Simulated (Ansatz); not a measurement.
As under a change: As interstitial (started 2.43 Å from the nearest host atom), symmetric start

The reference is a 12-atom supercell of As in the A7 type structure (space group R-3m, No. 166; a = 3.761 Å, c = 10.734 Å (hexagonal axes); layered) at its relaxed geometry.

One thing is altered: one As atom is added in an open site, starting 2.43 Å from the nearest host atom, atoms relaxed at fixed cell.

Calculations: r2SCAN+rVV10 (Ansatz, an electronic-structure program), spin-orbit coupling left out. Γ-centred 6×6×6 mesh, Fermi–Dirac width 0.05 eV.

The pressure goes from zero to 6.2 GPa and the largest displacement of a host atom from its site in the perfect cell is 0.56 Å. The final site of the added atom amounts to 8 As at 2.58–2.95 Å.

Final structure:

```
CELL_PARAMETERS angstrom
      5.64158     1.08572     3.57784
     -5.64158     1.08572     3.57784
     -1.88053    -5.42861     3.57784
ATOMIC_POSITIONS crystal
  As 0.30798 0.75222 0.62045
  As 0.38761 0.31130 0.12231
  As 0.68499 0.48101 0.59383
  As 0.59642 0.88607 0.11529
  As 0.98655 0.11929 0.58945
  As 0.00152 0.57766 0.13767
  As 0.99848 0.42234 0.86233
  As 0.01345 0.88071 0.41055
  As 0.40358 0.11393 0.88471
  As 0.31501 0.51899 0.40617
  As 0.61239 0.68870 0.87769
  As 0.69202 0.24778 0.37955
  As 0.00000 0.00000 0.00000
```

In so small a cell the defect repeats every few ångströms: this is an ordered compound, not a dilute defect. The defect started on the symmetric site and kept its symmetry, so it may sit on a saddle. The defect cell is not spin-polarised.
